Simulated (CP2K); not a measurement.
Band structure of HfAl₅Ni₂ (I4/mmm, 8 atoms in the cell).

```yaml
crystal:
  lattice:
    - [7.72984, 0.00000, 0.00000]
    - [5.68042, 5.24245, 0.00000]
    - [-6.70513, -2.62122, 2.81440]
  atoms:
    - { symbol: Hf, position: [0.00000, 0.00000, 0.00000] }
    - { symbol: Al, position: [0.64739, 0.14739, 0.50000] }
    - { symbol: Al, position: [0.35261, 0.85261, 0.50000] }
    - { symbol: Al, position: [0.14739, 0.64739, 0.50000] }
    - { symbol: Al, position: [0.85261, 0.35261, 0.50000] }
    - { symbol: Al, position: [0.50000, 0.50000, 0.00000] }
    - { symbol: Ni, position: [0.24008, 0.24008, 0.00000] }
    - { symbol: Ni, position: [0.75992, 0.75992, 0.00000] }
```

Computed with LDA (Pade form), GPW, DZVP-MOLOPT-SR-GTH basis, GTH-PADE potentials (GTH_POTENTIALS) run with CP2K.

Settings: CUTOFF = 600 Ry; REL_CUTOFF = 40 Ry; SMEAR/METHOD = FERMI_DIRAC; ELECTRONIC_TEMPERATURE = 1160.45 K; KPOINTS/SCHEME = MONKHORST-PACK 7 7 7; XC_FUNCTIONAL = PADE; Hf/BASIS_SET = DZVP-MOLOPT-SR-GTH-q12; Hf/POTENTIAL = GTH-PADE-q12; Al/BASIS_SET = DZVP-MOLOPT-SR-GTH-q3; Al/POTENTIAL = GTH-PADE-q3; Ni/BASIS_SET = DZVP-MOLOPT-SR-GTH-q18; Ni/POTENTIAL = GTH-PADE-q18; METHOD = GPW; EPS_DEFAULT = 1e-10.

The starting cell comes from a database of computed structures (which also holds hypothetical and non-ambient phases and stackings), without a prior relaxation at this level. Spin-orbit coupling is off. Spin polarisation is off. Values carry the incompleteness of an atom-centred basis.

Levels in eV from the Fermi level, bands 29 to 34:
```csv
point,29,30,31,32,33,34
Γ,-0.47,-0.24,0.22,0.22,1.23,1.25
X,-2.07,-1.86,-1.63,-0.91,-0.45,1.13
Y,-2.06,-1.86,-1.65,-0.88,-0.45,1.04
S,-1.35,-1.32,0.13,1.38,1.52,1.60
Z,-1.11,-0.34,-0.34,0.93,1.21,1.60
S1,-1.35,-1.32,0.13,1.38,1.52,1.60
N,-1.52,-0.95,0.09,1.27,1.35,1.81
P,-1.90,-1.73,-1.73,-1.02,-0.44,0.60
Y1,-2.06,-1.86,-1.65,-0.88,-0.45,1.04
```

Bands cross the Fermi level along this path, so the cell is metallic at this level.

Higher empty bands are left out: an atom-centred basis made for the valence describes them poorly.
